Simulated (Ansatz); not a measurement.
# C: response to strain

The reference is C in the diamond structure (space group Fd-3m, No. 227; a = 3.560 Å).

Strains are applied to the cell and any free atomic positions relax.

Calculations: Kohn–Sham DFT with the r2SCAN functional, run in Ansatz (a program for electronic structure) with PAW and 500 eV plane waves, spin-orbit coupling left out.

```
change                      pressure  band gap  smallest direct gap
------------------------  ----------  --------  -------------------
base                        0.01 GPa   4.36 eV              5.90 eV
isotropic strain +0.50 %   -6.56 GPa   4.33 eV              5.85 eV
isotropic strain +1.00 %           …         …                    …
isotropic strain +1.50 %  -18.54 GPa   4.26 eV              5.77 eV
isotropic strain +2.00 %  -23.99 GPa   4.23 eV              5.73 eV
isotropic strain +2.50 %  -29.12 GPa   4.19 eV              5.69 eV
isotropic strain +3.00 %  -33.92 GPa   4.16 eV              5.64 eV
```

**Question.** Some entries are withheld; estimate them.

**Answer.** 
- isotropic strain +1.00 %, pressure: -12.73 GPa
- isotropic strain +1.00 %, band gap: 4.29 eV
- isotropic strain +1.00 %, smallest direct gap: 5.81 eV

No phonon test of stability was made.
